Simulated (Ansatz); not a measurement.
**CoPdO2: response to strain**

Start from CoPdO$_{2}$ (space group R-3m, No. 166; a = 2.8625 Å, c = 17.8586 Å (hexagonal axes); not spin-polarised; relaxed with 0.1 eV smearing).

Strains are applied to the cell and any free atomic positions relax.

All numbers come from PBE/PAW in Ansatz (an electronic-structure program), without spin-orbit coupling, earlier PAW set.

Notes on the quantities. pressure: mean of the normal stresses, compression positive.

```json
[
 {"isotropic strain (%)": "-3.53", "pressure (GPa)": "28.9"},
 {"isotropic strain (%)": "-3.19", "pressure (GPa)": "?"},
 {"isotropic strain (%)": "-1.51", "pressure (GPa)": "10.5"},
 {"isotropic strain (%)": "0", "pressure (GPa)": "0.0"},
 {"isotropic strain (%)": "1.13", "pressure (GPa)": "-6.3"}
]
```

Question: Fit P = P₀ − Bδ + Cδ² with δ = (1 + ε)³ − 1 to the rows shown and predict the withheld row.

Answer: Least squares on the printed values gives P₀ = -0.1 GPa, B = 205 GPa (at held cell shape), C = 764 GPa (largest residual 0.1 GPa); this predicts 25.5 GPa, and the run gives 25.4 GPa, in agreement.

Whether these cells are dynamically stable was not tested. Starting moments died away, wholly or in part, for the base; another magnetic solution may exist. No Hubbard U is applied and the magnetic state is the run's own (CoPdO2 not spin-polarised; CoPdO2 non-magnetic); small cells can't hold the antiferromagnetic order that many such compounds have, so gaps and moments can be off. The final runs are not spin-polarised. An odd electron count without spin: CoPdO2.
